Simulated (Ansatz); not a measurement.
Worked calculations on one periodic cell of amorphous Ti$_{20}$O$_{41}$Sr: Ti20O41Sr, 62 atoms, volume 770.0 Å³, made by a melt-quench on the CHGNet potential and relaxed with DFT. O atoms were pushed apart under 1.9 Å during the dynamics, to hinder bonds among them. It is a model cell: composition and starting density were chosen by hand, and all elements were melted together. Cycles of charging were run to anneal it. Computed with PBE, scalar-relativistic without spin-orbit coupling (plane waves to 420 eV, PAW; Ansatz, a program for electronic structure). Sampling: a 2×2×2 Γ-centred mesh; Fermi-Dirac width 0.02 eV; no spin polarisation. Its volume was held where the quench left it, its shape was free, and it stands at a mean pressure of 1.7 GPa with stress components up to 1.8 GPa; the relaxation ran on the zone centre alone. Its density went from a set 3.67 to 3.67 g/cm³. The cell is small and was quenched far faster than a real film, so it is one sample of the glass.

Count formal charges (Ti +4, O -2, Sr +2). What does the count lead one to expect at the Fermi level, and what does the calculation give?

20 × (+4) + 41 × (-2) + 1 × (+2) = 0. The charges balance, so the anion-derived valence states can be full and a gap can open. On this mesh the highest filled and lowest empty level lie 2.53 eV apart, the PBE gap of this cell, with a localised state at one edge or both.

Four energies for an added electron at PBE on the zone centre alone (charged cells in a uniform background, spin-polarised): neutral at the neutral geometry -76883.129 eV; charged at the neutral geometry -76873.917 eV; charged and relaxed -76874.100 eV; neutral at the charged geometry -76882.867 eV.

Find the two relaxation energies and their sum, the reorganisation energy.

On charging: -76873.917 − (-76874.100) = 0.183 eV. On discharging: -76882.867 − (-76883.129) = 0.262 eV. The sum is 0.445 eV. The carrier's level spreads over 6 of the 62 atoms' worth, so it counts as localised, most on one Ti atom with neighbours O 1.90 Å, O 1.94 Å, O 1.95 Å, O 1.95 Å, O 2.09 Å, O 2.14 Å (neutral geometry). The values are uncorrected: the image energy of a point charge in this cell, 2.84 × 14.40 / (2 × 9.2) = 2.2 eV before screening, is screened by electrons alone at the fixed geometry and by ions too after relaxing, and the carrier can be spread before it relaxes, so each term can be off by up to that value times 1/ε∞, some tenths of an eV. PBE's self-interaction favours spread-out carriers, so a hybrid can localise more.

Four energies for a hole at PBE on the zone centre alone (charged cells in a uniform background, spin-polarised): neutral at the neutral geometry -76883.129 eV; charged at the neutral geometry -76889.535 eV; charged and relaxed -76889.771 eV; neutral at the charged geometry -76882.362 eV.

Find the two relaxation energies and their sum, the reorganisation energy.

On charging: -76889.535 − (-76889.771) = 0.236 eV. On discharging: -76882.362 − (-76883.129) = 0.767 eV. The sum is 1.003 eV. The carrier's level spreads over 3 of the 62 atoms' worth, so it counts as localised, most on one O atom with neighbours Ti 1.79 Å, Ti 1.90 Å (neutral geometry). The values are uncorrected: the image energy of a point charge in this cell, 2.84 × 14.40 / (2 × 9.2) = 2.2 eV before screening, is screened by electrons alone at the fixed geometry and by ions too after relaxing, and the carrier can be spread before it relaxes, so each term can be off by up to that value times 1/ε∞, some tenths of an eV. PBE's self-interaction favours spread-out carriers, so a hybrid can localise more.
